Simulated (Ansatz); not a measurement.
Base system: MoSi₂ (space group I4/mmm, No. 139; a = 3.174 Å, c = 7.779 Å; relaxed with 0.1 eV smearing). Axes: x, y, z lie along a, b, c of the conventional cell.

The values are results of Ansatz (a quantum-chemistry and plane-wave program) LDA, without spin-orbit coupling, not measurements.

Strains are applied to the cell and any free atomic positions relax.

One change was made to it. Results:

```tsv
quantity	base	after
energy relative to the base (free energy F)	0 meV/atom	+1.7 meV/atom
shortest interatomic distance	2.564 Å	2.562 Å
```

Question: Which of these changes matches the shifts?
(A) uniaxial strain ε_xx = +1.00 %
(B) uniaxial strain ε_xx = −3.00 %
(C) uniaxial strain ε_xx = +3.00 %

Answer: A, uniaxial strain ε_xx = +1.00 %. For comparison, the energy relative to the base in the other runs: uniaxial strain ε_xx = −3.00 % gives +16 meV/atom; uniaxial strain ε_xx = +3.00 % gives +15 meV/atom.

No phonon test of stability was made. All final runs are without spin polarisation.
